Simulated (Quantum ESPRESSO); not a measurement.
Quantum ESPRESSO is run on V₃Ga (Cmmm, 4 atoms in the cell), and the run fails. The aim is a self-consistent single point with DFT, LDA (PW92), plane waves, PseudoDojo standard norm-conserving (LDA) pseudopotentials.

Cell that was meant: a = 2.6838 Å, b = 2.6838 Å, c = 8.6200 Å, α = 90.00°, β = 90.00°, γ = 106.02°.

Part of the input:

```fortran
V     0.0000000000    0.0000000000    4.3100210000
Ga    0.0000000000    0.0000000000    0.0000000000
K_POINTS automatic
9 9 3
```

Output (repeated stretches shortened):

```
     This program is part of the open-source Quantum ESPRESSO suite
     for quantum simulation of materials; please cite

 %%%%%%%%%%%%%%%%%%%%%%%%%%%%%%%%%%%%%%%%%%%%%%%%%%%%%%%%%%%%%%%%%%%%%%%%%%%%%%
     Error in routine card_kpoints (1):
      end of file while reading automatic k points
 %%%%%%%%%%%%%%%%%%%%%%%%%%%%%%%%%%%%%%%%%%%%%%%%%%%%%%%%%%%%%%%%%%%%%%%%%%%%%%

     stopping ...
```

From the messages shown, name the fault and mend the input.

The fault is an automatic mesh without its three shifts. The card takes six integers. To fix it, add the shifts. The program stopped before any SCF iteration.

The sound input it was made from differs as follows (other fixes are possible):
```diff
-9 9 3
+9 9 3  0 0 0
```

With that input, the run converged in 21 iterations: free energy E − TS -8099.2954 eV; Fermi level (on the code's own zero) 14.43 eV; pressure -20.39 GPa; largest force (vector length) 0.151 eV/Å (DFT, LDA (PW92), plane waves, PseudoDojo standard norm-conserving (LDA) pseudopotentials).

On the sound input: the starting cell comes from a database of computed structures (which also holds hypothetical and non-ambient phases and stackings), without a prior relaxation at this level. Its lattice was rescaled by a random factor within 2.5 % of one. Spin polarisation is off. With a pressure of about -20 GPa the cell is away from its equilibrium volume at this level.
